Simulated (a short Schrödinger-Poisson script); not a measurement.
Stack: gated Al0.2Ga0.8As/GaAs δ-doped gas, at 300 K.

```
layer      material  thickness (nm)  Na (cm⁻³)
-----  ------------  --------------  ---------
1      Al0.2Ga0.8As              15          -
2      Al0.2Ga0.8As               2          -
3              GaAs            6000       2e15
```

The device is made up for the run: typed textbook-type constants, with dimensions and the other settings drawn at random. Al0.2Ga0.8As: permittivity 12.33, conduction-band edge (eV) 0.158, gap (eV) 1.673, electron mass (mₑ) 0.0836, Nv at 300 K (cm⁻³) 9e18. GaAs: permittivity 12.9, conduction-band edge (eV) 0, gap (eV) 1.424, Nv at 300 K (cm⁻³) 9e18.

Channel valleys (confinement mass, in-plane density-of-states mass, number): Γ 0.067, 0.067, 1. At the gate the conduction-band edge of layer 1 lies 1.11 eV − eVg above the Fermi level of the channel; the field vanishes at the back. Sheet of ionised δ-doping: +3.8e12 e/cm² at 15 nm from the gate. The barrier under the gate holds no holes. Gaps are held at their typed values at every temperature. Mesh 0.08 nm at interfaces.

Solved with a short Schrödinger-Poisson script written for these runs: 1D Poisson equation in equilibrium, electrons quantum, Hartree plus LDA exchange-correlation (BenDaniel-Duke, 40 states a valley, the channel's in-plane mass for all, wave functions free to enter the barrier), parabolic valleys, classical holes, full ionisation, no traps, pinning or gate leakage.

**Question.** List the lowest subbands of each valley and their electrons at Vg = 0.5 V.

**Answer.** 
| valley | subband | energy from the Fermi level (meV) | electrons (cm⁻²) | share (%) |
|---|---|---|---|---|
| Γ | 0 | -17.0 | 7.78e11 | 74.8 |
| Γ | 1 | 35.4 | 1.64e11 | 15.8 |
| Γ | 2 | 66.5 | 5.33e10 | 5.1 |

All electrons: 1.04e12 cm⁻².
